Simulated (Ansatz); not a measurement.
# Response to strain in CdS

Start from CdS in the wurtzite structure (space group P6_3mc, No. 186; a = 4.074 Å, c = 6.637 Å).

Strains are applied to the cell and any free atomic positions relax.

Computed with Kohn–Sham DFT with the LDA functional, run in Ansatz (a first-principles code) with PAW and 420 eV plane waves, no SOC.

Notes on the quantities. energy relative to the base: free energy F.

```tsv
isotropic strain (%)	energy relative to the base (meV/atom)
-3	45.6
-2.4	28.5
-1.8	15.7
-1.2	6.8
-0.6	?
0	0.0
```

Q: Fit ΔE = Aε² + Bε³ (ε in %) to the rows shown and predict the withheld row.

A: Least squares on the printed values gives A = 4.50 and B = -0.19 meV/atom (largest residual 0.0 meV/atom); this predicts 1.7 meV/atom, and the run gives 1.7 meV/atom, in agreement.

No phonon test of stability was made.
